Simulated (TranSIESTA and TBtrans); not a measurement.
Si chain with a Si atom beside one bond

System: Si chain with a Si atom beside one bond. Leads: straight Si chain, spacing 2.25 Å. Geometry: 3 atoms about the centre moved by SIESTA (PBE, DZP) to a largest force of 0.02 eV/Å, all others as built.

Method: TranSIESTA and TBtrans, PBE, DZP numerical orbitals (energy shift 0.15 eV), PseudoDojo norm-conserving scalar-relativistic potentials, mesh cutoff 200 Ry, 300 K, no spin polarisation, no spin-orbit coupling; self-consistent non-equilibrium Green functions.

| Property | Value |
|---|---|
| Conductance at 300 K (G0 = 2e²/h) | 2.22 |
| Mean T from −0.5 to 0.5 eV | 2.14 |

Energies count from the leads' Fermi level. Transmissions are for one spin of a degenerate pair. The energy step is 0.01 eV; narrower resonances are cut or missed.

| E (eV) | T | lead channels |
|---|---|---|
| -1.95 | 0 | 0 |
| -1.80 | 0 | 0 |
| -1.65 | 0 | 0 |
| -1.50 | 0 | 0 |
| -1.35 | 0 | 0 |
| -1.20 | 0.13 | band edge |
| -1.05 | 1.37 | 3 |
| -0.90 | 1.59 | 3 |
| -0.75 | 1.70 | 3 |
| -0.60 | 1.83 | 3 |
| -0.45 | 1.99 | 3 |
| -0.30 | 2.12 | 3 |
| -0.15 | 2.20 | 3 |
| 0.00 | 2.22 | 3 |
| 0.15 | 2.19 | 3 |
| 0.30 | 2.13 | 3 |
| 0.45 | 2.06 | 3 |
| 0.60 | 2.00 | 3 |
| 0.75 | 1.94 | 3 |
| 0.90 | 1.89 | 3 |
| 1.05 | 1.84 | 3 |
| 1.20 | 1.78 | 3 |
| 1.35 | 1.70 | 3 |
| 1.50 | 1.58 | 3 |
| 1.65 | 1.43 | 3 |
| 1.80 | 1.26 | 3 |
| 1.95 | 1.16 | 3 |

The straight chain is held at its spacing; free chains may zigzag or dimerise. No spin-polarised start was tried, so a magnetic state, if there is one, is missed.
